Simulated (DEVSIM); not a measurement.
**abrupt GaAs n-p junction**

Device: abrupt GaAs n-p junction, at 300 K.

```csv
layer (left to right),material,thickness (μm),Nd (cm⁻³),Na (cm⁻³),τn (s),τp (s)
1,GaAs,2.50,9.8e15,-,5.1e-8,5.1e-8
2,GaAs,1.70,-,4.5e16,5.1e-8,5.1e-8
```

Left contact: ohmic. Right contact: ohmic. Voltage is applied to the left contact. Recombination: SRH at mid-gap, radiative. Mobility is μmin + (μ − μmin)/(1 + (N/Nref)^α).

Constants are typed, rounded textbook-type inputs, not results; the design itself was drawn at random and stands for no fabricated device. Values at 300 K.

```tsv
parameter	GaAs
gap (eV)	1.424
affinity (eV)	4.07
permittivity	12.9
Nc (cm⁻³)	4.7e17
Nv (cm⁻³)	9e18
μn (cm²/Vs)	8500
μp (cm²/Vs)	400
μn,min	500
μp,min	20
Nref,n	6e16
Nref,p	1.5e17
αn	0.39
αp	0.38
B (cm³/s)	2e-10
```

Model (solved in DEVSIM): 1D drift-diffusion, Boltzmann statistics, complete ionisation; no tunnelling, impact ionisation, image-force lowering or self-heating.

Potential step across the device at zero bias: 1.187 V
Largest field in the device at zero bias: 51000 V/cm
Dark forward voltage at 1 A/cm²: 1.000 V
Dark forward voltage at 100 A/cm²: 1.124 V

Small-signal capacitance in reverse bias (quasi-static):

```json
[
 {"V (V)": "0.2", "C (nF/cm²)": "23.5"},
 {"V (V)": "0.5", "C (nF/cm²)": "21.2"},
 {"V (V)": "1", "C (nF/cm²)": "18.6"},
 {"V (V)": "1.5", "C (nF/cm²)": "16.7"},
 {"V (V)": "2", "C (nF/cm²)": "15.3"},
 {"V (V)": "3", "C (nF/cm²)": "13.3"},
 {"V (V)": "4", "C (nF/cm²)": "12.0"},
 {"V (V)": "5", "C (nF/cm²)": "11.0"},
 {"V (V)": "6.5", "C (nF/cm²)": "9.82"},
 {"V (V)": "8", "C (nF/cm²)": "8.98"},
 {"V (V)": "10", "C (nF/cm²)": "8.13"}
]
```

Dark forward current:

(V (V), J (A/cm²)): (-0.05, -1.4e-11); (-0.10, -4.8e-11); (-0.15, -1.4e-10); (-0.20, -3.9e-10); (-0.25, -1.1e-9); (-0.30, -2.9e-9); (-0.35, -7.8e-9); (-0.40, -2.1e-8); (-0.45, -5.9e-8); (-0.50, -1.6e-7); (-0.55, -4.7e-7); (-0.60, -1.4e-6); (-0.65, -4.8e-6); (-0.70, -1.9e-5); (-0.75, -9.2e-5); (-0.80, -0.00052); (-0.85, -0.0033); (-0.90, -0.022); (-0.95, -0.15); (-1.00, -1.0); (-1.05, -6.9); (-1.10, -45); (-1.15, -250); (-1.20, -950); (-1.25, -2500)
